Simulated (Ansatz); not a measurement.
**Convergence study of the plane-wave cutoff for NbCrF₆ (I4mm, 8 atoms in the cell)**

```
CELL_PARAMETERS angstrom
     -2.86911     2.86911     4.33033
      2.86911    -2.86911     4.33033
      2.86911     2.86911    -4.33033
ATOMIC_POSITIONS crystal
  Nb 0.00577 0.00577 0.00000
  Cr 0.50000 0.50000 0.00000
  F  0.77677 0.77677 0.00000
  F  0.22323 0.22323 0.00000
  F  0.25152 0.25152 0.50304
  F  0.74848 0.74848 0.49696
  F  0.25152 0.74848 0.00000
  F  0.74848 0.25152 0.00000
```
Moments meant for the start (each program seeds them in its own way; μB, in the order of the atoms Nb Cr F F F F F F): 0.0 3.0 0.0 0.0 0.0 0.0 0.0 0.0.

Method: PBEsol, default PAW files made with PBE (plane waves; Ansatz, a quantum-chemistry and plane-wave program).

Base settings: basis.ecutwfc = 420 eV; kpoints.mp_grid.grid = 3 3 3; hamiltonian.xc = pbesol; hamiltonian.pseudopotentials = {kind: paw} (the program's default PAW files); magnetization.spin_polarized = true; scf.occupations.method = gaussian; scf.occupations.width = 0.1 eV.

The second cell is the first with its lattice scaled by 0.98.

The mesh stays at the base's, so the ladder's end is converged at best in this setting alone.

The first pressure column holds Ansatz's estimate of the finite-basis (Pulay) stress, which hides part of the cutoff error; the other is without it.

Only quantities that move along the ladder and can be compared are tabulated.

The magnetic state is not the same in all runs (site moments differ, or a search went on to a lower state), so steps between rows are not convergence errors alone.

The count of work is k-points × plane waves × bands × iterations; it is no time. Core times come from one kind of shared machine, to one figure; runs under 30 s give none.

The starting cell comes from a database of computed structures (which also holds hypothetical and non-ambient phases and stackings), without a prior relaxation at this level. Its lattice was rescaled by up to half a per cent. One atom was moved a little off its site on purpose. The magnetic order is the one reached from the typed start; others were not searched systematically. In the base run, with a pressure of about -4 GPa the cell is away from its equilibrium volume at this level. In the base run, forces exceed 1 eV/Å.

```tsv
basis.ecutwfc	free energy less the last step's (meV/atom)	energy of the compressed cell less the first (meV/atom)	pressure (GPa)	pressure without the Pulay estimate (GPa)	largest difference of a force vector from the last step's (eV/Å)	count of work / last	core time / last (rough)
145 eV	36642.79	223.18	21.14	-734.42	1.440	0.061	–
170 eV	20091.84	-264.46	13.75	-498.50	3.420	0.063	–
190 eV	12064.26	-80.49	1.10	-351.26	2.985	0.076	–
210 eV	7164.84	34.51	-6.40	-242.24	1.372	0.080	–
230 eV	4174.21	-70.08	-7.99	-162.99	0.608	0.10	–
250 eV	2442.05	-69.76	-7.21	-109.47	0.616	0.13	–
295 eV	643.67	-31.82	-5.20	-40.82	0.245	0.16	–
335 eV	166.27	-7.22	-4.41	-16.37	0.046	0.20	–
380 eV	29.95	-11.32	-4.38	-7.16	0.004	0.24	–
420 eV	5.78	-11.45	-4.35	-4.90	0.002	0.27	–
460 eV	2.22	-11.61	-4.35	-4.41	0.003	0.32	–
505 eV	1.88	-11.61	-4.35	-4.36	0.003	0.39	–
565 eV	1.51	-11.64	-4.35	-4.38	0.001	0.46	–
630 eV	1.22	-11.66	-4.35	-4.36	0.001	0.50	–
735 eV	1.02	-11.68	-4.36	-4.37	0.000	0.62	0.6
840 eV	0.47	-11.68	-4.36	-4.38	0.000	0.76	0.6
1010 eV	0.00	-11.69	-4.36	-4.36	0.000	1.0	1
```

Coarsest basis.ecutwfc that holds the pressure within 0.2 GPa of the last step, with all finer ones: 335 eV, at 0.20 of the last step's count of work; the step before is off by 0.84 GPa.

Coarsest basis.ecutwfc that holds the pressure without the Pulay estimate within 0.2 GPa of the last step, with all finer ones: 460 eV, at 0.32 of the last step's count of work; the step before is off by 0.54 GPa.

Coarsest basis.ecutwfc that holds the free energy within 5 meV/atom of the last step, with all finer ones: 460 eV, at 0.32 of the last step's count of work; the step before is off by 5.8 meV/atom.

The energy difference between the two cells stays within 1 meV/atom of the last step's from 380 eV on, the total only from 840 eV on: much of the error is common to both cells and cancels.

Two neighbours can agree and both be off: 230 eV and 250 eV differ by 0.33 meV/atom in the energy of the compressed cell less the first, yet lie about 58 meV/atom from the last step.

At the lowest cutoff the pressure without the Pulay estimate lies 730 GPa under the last step's, the usual sign of Pulay stress in an incomplete plane-wave basis.

Keys are those of Ansatz 0.2.
